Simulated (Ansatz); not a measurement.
## Habitual settings against a tight run: Mo₂Rh (Fmmm, 3 atoms in the cell)

Self-consistent single point.

```
Mo2Rh
1.0
    0.00000     1.94868     6.12995
    1.85151     0.00000     6.12995
    1.85151     1.94868     0.00000
Mo Rh
2 1
Direct
  0.34058   0.34058   0.65942
  0.65942   0.65942   0.34058
  0.00000   0.00000   0.00000
```

Method of the run: r2SCAN, default PAW files made with PBE (plane waves; Ansatz, a first-principles code).

Base settings: basis.ecutwfc = 500 eV; kpoints.mp_grid.grid = 10 10 10; hamiltonian.xc = r2scan; hamiltonian.pseudopotentials = {kind: paw} (the program's default PAW files); scf.occupations.method = gaussian; scf.occupations.width = 0.1 eV.

Tight run (finer mesh or higher cutoff; not a proven limit): basis.ecutwfc: 500 eV → 700 eV; kpoints.mp_grid.grid: 10 10 10 → 14 14 14; scf.convergence.dr2_threshold: default (1e-07 eV) → 1e-09 eV. It gave Fermi level (on the code's own zero) 21.72 eV; pressure 4.07 GPa; largest force (vector length) 0.176 eV/Å.

Quick runs, as changes from the base:
- A: the base itself
- B: basis.ecutwfc: 500 eV → 350 eV; kpoints.mp_grid.grid: 10 10 10 → 4 4 4; scf.occupations.method: gaussian → cold; scf.occupations.width: 0.1 eV → 0.272 eV
- C: basis.ecutwfc: 500 eV → 300 eV; kpoints.mp_grid.grid: 10 10 10 → 6 6 6
- D: basis.ecutwfc: 500 eV → 300 eV; kpoints.mp_grid.grid: 10 10 10 → 3 3 3; scf.occupations.method: gaussian → cold; scf.occupations.width: 0.1 eV → 0.5 eV
- E: basis.ecutwfc: 500 eV → 295 eV; kpoints.mp_grid.grid: 10 10 10 → 8 8 8; hamiltonian.xc: r2scan → lda [LDA (PW92)]

Energies are extrapolated to zero smearing width, which holds to low order in the width alone.

Dashes: energy of E, another energy zero; count of E, another kind of functional, whose work the count does not hold.

† marks runs with another functional, U, potentials or spin treatment: their distance from the tight run is not a convergence error alone.

The count of work is k-points × plane waves × bands × iterations; it is no time. 

Pressures in the table are Ansatz's without its Pulay estimate, at a fixed set of plane waves; the tight run's value above holds the estimate.

The starting cell comes from a database of computed structures (which also holds hypothetical and non-ambient phases and stackings), without a prior relaxation at this level. Its lattice was rescaled by a random factor within 2.5 % of one. Spin polarisation is off. In the base run, with a pressure of about 4 GPa the cell is away from its equilibrium volume at this level.

| run | energy less tight (meV/atom) | pressure less tight (GPa) | largest miss in a force vector (eV/Å) | count of work / tight |
|---|---|---|---|---|
| A | -1.5 | -0.24 | 0.043 | 0.21 |
| B | 118.8 | 0.87 | 0.478 | 0.013 |
| C | 60.2 | -10.99 | 0.078 | 0.033 |
| D | 180.9 | -8.78 | 0.309 | 0.0069 |
| E† | – | -22.62 | 0.068 | – |

Among the runs at the tight run's level, the energy misses run from 1.5 to 180.9 meV/atom.

Left out of this page: 1 run of the series unsound by tests on forces, stress, charge or solver warnings.

Keys are those of Ansatz 0.2.
